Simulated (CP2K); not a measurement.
**Input and output of a self-consistent single point for SnS (F-43m, 2 atoms in the cell) (CP2K)**

Level of theory: PBEsol, GPW, DZVP-MOLOPT-SR-GTH basis, GTH-PBE potentials (GTH_POTENTIALS) run with CP2K 2026.2.

Input:

```
&GLOBAL
  PROJECT scf
  RUN_TYPE ENERGY_FORCE
  PRINT_LEVEL LOW
&END GLOBAL
&FORCE_EVAL
  METHOD Quickstep
  STRESS_TENSOR ANALYTICAL
  &DFT
    BASIS_SET_FILE_NAME BASIS_MOLOPT
    POTENTIAL_FILE_NAME GTH_POTENTIALS
    &QS
      METHOD GPW
      EPS_DEFAULT 1E-10
    &END QS
    &MGRID
      CUTOFF 400
      REL_CUTOFF 60
      NGRIDS 4
    &END MGRID
    &SCF
      SCF_GUESS ATOMIC
      EPS_SCF 1E-6
      MAX_SCF 100
      ADDED_MOS 4
      &DIAGONALIZATION
        ALGORITHM STANDARD
      &END DIAGONALIZATION
      &MIXING
        METHOD BROYDEN_MIXING
        ALPHA 0.3
        NBUFFER 8
      &END MIXING
      &SMEAR ON
        METHOD GAUSSIAN
        SIGMA [eV] 0.1
      &END SMEAR
    &END SCF
    &KPOINTS
      SCHEME MONKHORST-PACK 5 5 5
    &END KPOINTS
    &XC
      &XC_FUNCTIONAL
        &PBE
          PARAMETRIZATION PBESOL
        &END PBE
      &END XC_FUNCTIONAL
    &END XC
    &PRINT
      &MO
        EIGENVALUES T
        OCCUPATION_NUMBERS T
        NDIGITS 8
        FILENAME mo
        &EACH
          QS_SCF 0
        &END EACH
        ADD_LAST NUMERIC
      &END MO
      &MULLIKEN OFF
      &END MULLIKEN
    &END PRINT
  &END DFT
  &SUBSYS
    &CELL
      A 4.61760500 0.00000000 0.00000000
      B 2.30880300 3.99896300 0.00000000
      C 2.30880300 1.33298800 3.77025900
      PERIODIC XYZ
    &END CELL
    &COORD
      SCALED
      Sn       0.00000000     0.00000000     0.00000000
      S        0.75000000     0.75000000     0.75000000
    &END COORD
    &KIND Sn
      BASIS_SET DZVP-MOLOPT-SR-GTH-q4
      POTENTIAL GTH-PBE-q4
    &END KIND
    &KIND S
      BASIS_SET DZVP-MOLOPT-SR-GTH-q6
      POTENTIAL GTH-PBE-q6
    &END KIND
  &END SUBSYS
  &PRINT
    &FORCES ON
    &END FORCES
    &STRESS_TENSOR ON
    &END STRESS_TENSOR
  &END PRINT
&END FORCE_EVAL
```

Output, abridged:

```
 GLOBAL| Method name                                                        CP2K
 GLOBAL| Project name                                                        scf
 GLOBAL| Run type                                                   ENERGY_FORCE

 TOTAL NUMBERS AND MAXIMUM NUMBERS

  Total number of            - Atomic kinds:                                   2
                             - Atoms:                                          2
                             - Shell sets:                                     2
                             - Shells:                                        10
                             - Primitive Cartesian functions:                  9
                             - Cartesian basis functions:                     28
                             - Spherical basis functions:                     26

  Maximum angular momentum of- Orbital basis functions:                        2
                             - Local part of the GTH pseudopotential:          0
                             - Non-local part of the GTH pseudopotential:      4

 SCF PARAMETERS         Density guess:                                    ATOMIC
                        max_scf:                                             100
                        max_diis:                                              4
                        eps_scf:                                        1.00E-06
                        eps_diis:                                       1.00E-01
                        eps_eigval:                                     1.00E-05
                        level_shift [a.u.]:                             0.000000
                        added MOs                                         4    0
                        Mixing method:                            BROYDEN_MIXING
                                                charge density mixing in g-space
                        Smear method:                                   GAUSSIAN
                        Smearing width (sigma) [a.u.]:                  3.67E-03
                        Accuracy threshold:                             1.00E-10
                        No outer SCF

 Extrapolation method: initial_guess

 Number of electrons:                                                         10
 Number of occupied orbitals:                                                  5
 Number of molecular orbitals:                                                 9

 Number of orbital functions:                                                 26
 Number of independent orbital functions:                                     26

 SCF WAVEFUNCTION OPTIMIZATION

  Step     Update method      Time    Convergence         Total energy    Change
     1 NoMix/Diag. 0.30E+00      -     0.31751398       -13.6144721246 -1.36E+01
     2 Broy./Diag. 0.30E+00      -     0.10514415       -13.3443352540  2.70E-01
     3 Broy./Diag. 0.30E+00      -     0.05726888       -13.6306093107 -2.86E-01
     4 Broy./Diag. 0.30E+00      -     0.01143452       -13.6881036617 -5.75E-02
     5 Broy./Diag. 0.30E+00      -     0.00841303       -13.6533885757  3.47E-02
     6 Broy./Diag. 0.30E+00      -     0.00127134       -13.6753572448 -2.20E-02
     7 Broy./Diag. 0.30E+00      -     0.00068367       -13.6730023361  2.35E-03
     8 Broy./Diag. 0.30E+00      -     0.00002334       -13.6748160894 -1.81E-03
     9 Broy./Diag. 0.30E+00      -     0.00002863       -13.6748479882 -3.19E-05
    10 Broy./Diag. 0.30E+00      -     0.00000096       -13.6749170566 -6.91E-05

  *** SCF run converged in    10 steps ***

  Electronic density on regular grids:        -10.0000000000        0.0000000000
  Core density on regular grids:                9.9999999976       -0.0000000024
  Total charge density on r-space grids:       -0.0000000024
  Total charge density g-space grids:          -0.0000000024

  Overlap energy of the core charge distribution:               0.00000000000719
  Self energy of the core charge distribution:                -31.63991171017524
  Core Hamiltonian energy:                                      6.88403578226482
  Hartree energy:                                              14.25672015242411
  Exchange-correlation energy:                                 -3.17574464195920
  Smearing free energy correction:                             -0.00001663791709
  Fermi energy:                                                 0.08346529388633

  Total energy:                                               -13.67491705662113
  Total energy (extrapolated to sigma->0):                    -13.67490873766259

 ENERGY| Total FORCE_EVAL ( QS ) energy [hartree]            -13.674915067535343

 FORCES| Atomic forces [hartree/bohr]
 FORCES|   Atom     x               y               z               |f|
 FORCES|      1 -8.98916219E-09 -4.82153296E-08 -2.26218314E-09   4.90982741E-08
 FORCES|      2  8.76723147E-09  4.88817354E-08 -2.79184704E-10   4.96625246E-08
 FORCES| Sum    -2.21930723E-10  6.66405818E-10 -2.54136785E-09
 FORCES| Total atomic force                                       2.63664569E-09

 STRESS| Analytical stress tensor [bar]
 STRESS|                        x                   y                   z
 STRESS|      x       -4.32268555450E+03   3.79592570532E-03   2.68407447343E-03
 STRESS|      y        3.79592570532E-03  -4.32271957234E+03  -1.32792501941E-02
 STRESS|      z        2.68407447343E-03  -1.32792501941E-02  -4.32263613406E+03
 STRESS| 1/3 Trace                                            -4.32268042030E+03
```

The run converged in 10 iterations.

The starting cell comes from a database of computed structures (which also holds hypothetical and non-ambient phases and stackings), without a prior relaxation at this level. Values carry the incompleteness of an atom-centred basis. The potentials were made for another functional than the one used.
